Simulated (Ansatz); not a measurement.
Cl on the 1x1 (111) surface of fcc Ir, one in a 1x1 cell, energies for each (6.5 Å²). Energies are against ½ Cl2(g), without zero-point or thermal terms; each row is named by its start.

Method: PBE (plane waves to 420 eV, PAW; Ansatz, an electronic-structure program).

Model: 5-atom slab, 6.6 Å thick at the start under the adsorbate (thin: gaps and levels are the slab's own), 12x12x1 mesh, Fermi-Dirac 0.1 eV, dipole correction, 2 atoms held, the rest relaxed; each run with such symmetry as its start has; no spin, no spin-orbit, no U, no dispersion correction.

A negative adsorption energy means that the adsorbate is more stable on the surface than in its reference. Heights count from the host atoms within 0.3 Å of the top one.

| starting site | E_ads (eV) | height (Å) | nearest host atom (Å) | bonded to | Δ work function (eV) | lateral drift (Å) |
|---|---|---|---|---|---|---|
| top Ir | -0.43 | 2.27 | Ir 2.27 | Ir | -0.56 | 0.0 |
| hollow Ir-Ir-Ir over Ir at depth 2.2 Å | 0.43 | 2.27 | Ir 2.76 | 3 Ir | -0.08 | 0.0 |
| hollow Ir-Ir-Ir over Ir at depth 4.4 Å | 0.41 | 2.18 | Ir 2.70 | 3 Ir | -0.25 | 0.0 |
| bridge Ir-Ir (span 2.7 Å) | 0.32 | [?] | Ir 2.57 | 2 Ir | [?] | 0.0 |

### Question
Complete the blanks.

### Answer

- bridge Ir-Ir (span 2.7 Å), height (Å): 2.17
- bridge Ir-Ir (span 2.7 Å), Δ work function (eV): -0.30
